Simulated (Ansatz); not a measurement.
**Habitual settings against a tight run: the (001) slab of Li3Rh (cut from a parent of space group no. 225; 16 atoms in the cell)**

Self-consistent single point.

```xyz
16
Lattice="4.3112 0.0000 0.0000 -4.3112 4.3112 0.0000 0.0000 0.0000 26.4349" Properties=species:S:1:pos:R:3 pbc="T T T"
Li     2.1556     0.0000    10.9814
Li     0.0000     2.1556    10.9814
Li    -2.1556     2.1556    12.4721
Li     0.0000     2.1556     8.0000
Li     2.1556     0.0000     8.0000
Li     0.0000     0.0000     9.4907
Li     2.1556     0.0000    16.9442
Li     0.0000     2.1556    16.9442
Li    -2.1556     2.1556    18.4349
Li     0.0000     2.1556    13.9628
Li     2.1556     0.0000    13.9628
Li     0.0000     0.0000    15.4535
Rh     0.0000     0.0000    12.4721
Rh    -2.1556     2.1556     9.4907
Rh     0.0000     0.0000    18.4349
Rh    -2.1556     2.1556    15.4535
```

Computed with PBEsol, default PAW files made with PBE (plane waves; Ansatz, an electronic-structure program).

Base settings: basis.ecutwfc = 420 eV; kpoints.mp_grid.grid = 11 11 1; hamiltonian.xc = pbesol; hamiltonian.pseudopotentials = {kind: paw} (the program's default PAW files); scf.occupations.method = methfessel_paxton; scf.occupations.width = 0.1 eV; efield.axis = 3; efield.dipole_correction = true.

Tight run (finer mesh or higher cutoff; not a proven limit): basis.ecutwfc: 420 eV → 590 eV; kpoints.mp_grid.grid: 11 11 1 → 15 15 1; scf.convergence.dr2_threshold: default (1e-07 eV) → 1e-09 eV. It gave Fermi level (on the code's own zero) 1.00 eV; largest force (vector length) 0.845 eV/Å.

Quick runs, as changes from the base:
- A: the base itself
- B: basis.ecutwfc: 420 eV → 335 eV; kpoints.mp_grid.grid: 11 11 1 → 6 6 1
- C: basis.ecutwfc: 420 eV → 210 eV; kpoints.mp_grid.grid: 11 11 1 → 2 2 1
- D: kpoints.mp_grid.grid: 11 11 1 → 4 4 1
- E: basis.ecutwfc: 420 eV → 250 eV; kpoints.mp_grid.grid: 11 11 1 → 1 1 1; scf.occupations.method: methfessel_paxton → gaussian; scf.occupations.width: 0.1 eV → 0.136 eV
- F: basis.ecutwfc: 420 eV → 295 eV; kpoints.mp_grid.grid: 11 11 1 → 4 4 1; scf.occupations.width: 0.1 eV → 0.2 eV; scf.convergence.dr2_threshold: default (1e-07 eV) → 0.001 eV

Energies are extrapolated to zero smearing width, which holds to low order in the width alone.

The count of work is k-points × plane waves × bands × iterations; it is no time. 

The starting cell comes from a database of computed structures (which also holds hypothetical and non-ambient phases and stackings), without a prior relaxation at this level. The slab is cut from that crystal, and its faces are unrelaxed. Its lattice was rescaled in the plane by a random factor within 2.5 % of one. Spin polarisation is off.

| run | energy less tight (meV/atom) | largest miss in a force vector (eV/Å) | count of work / tight |
|---|---|---|---|
| A | 0.4 | 0.003 | 0.27 |
| B | 7.7 | 0.067 | 0.094 |
| C | 1981.4 | 0.445 | 0.015 |
| D | 8.7 | 0.085 | 0.086 |
| E | 36.6 | 0.396 | 0.0088 |
| F | 62.1 | 0.105 | 0.021 |

Among the runs at the tight run's level, the energy misses run from 0.4 to 1981.4 meV/atom.

Keys are those of Ansatz 0.2.
